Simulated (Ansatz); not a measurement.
Sn, response to strain

The reference is Sn in the diamond structure (space group Fd-3m, No. 227; a = 6.5402 Å; relaxed with 0.1 eV smearing). Axes: x, y, z lie along the cube axes.

Strains are applied to the cell and any free atomic positions relax; under biaxial strain the out-of-plane vector relaxes too.

Level of theory: PBEsol/PAW in Ansatz (an electronic-structure program), scalar-relativistic without spin-orbit coupling.

Notes on the quantities. pressure: mean of the normal stresses, compression positive; energy relative to the base: free energy F.

```tsv
change	pressure	out-of-plane strain	energy relative to the base
base	0.0 GPa	–	0 meV/atom
biaxial strain −2.50 %, plane normal [001], relaxed out of plane	1.1 GPa	+2.55 %	+8.9 meV/atom
biaxial strain −1.50 %, plane normal [001], relaxed out of plane	0.6 GPa	+1.54 %	+3.1 meV/atom
biaxial strain −1.00 %, plane normal [001], relaxed out of plane	0.4 GPa	+1.03 %	+1.4 meV/atom
biaxial strain −0.50 %, plane normal [001], relaxed out of plane	0.2 GPa	+0.52 %	+0.3 meV/atom
biaxial strain +0.50 %, plane normal [001], relaxed out of plane	-0.2 GPa	-0.51 %	+0.3 meV/atom
biaxial strain +1.00 %, plane normal [001], relaxed out of plane	-0.4 GPa	-1.00 %	+1.3 meV/atom
biaxial strain +1.50 %, plane normal [001], relaxed out of plane	-0.6 GPa	-1.53 %	+2.9 meV/atom
biaxial strain +2.00 %, plane normal [001], relaxed out of plane	-0.8 GPa	-2.03 %	+5.0 meV/atom
biaxial strain +3.00 %, plane normal [001], relaxed out of plane	-1.1 GPa	-3.09 %	+11 meV/atom
```

Whether these cells are dynamically stable was not tested.
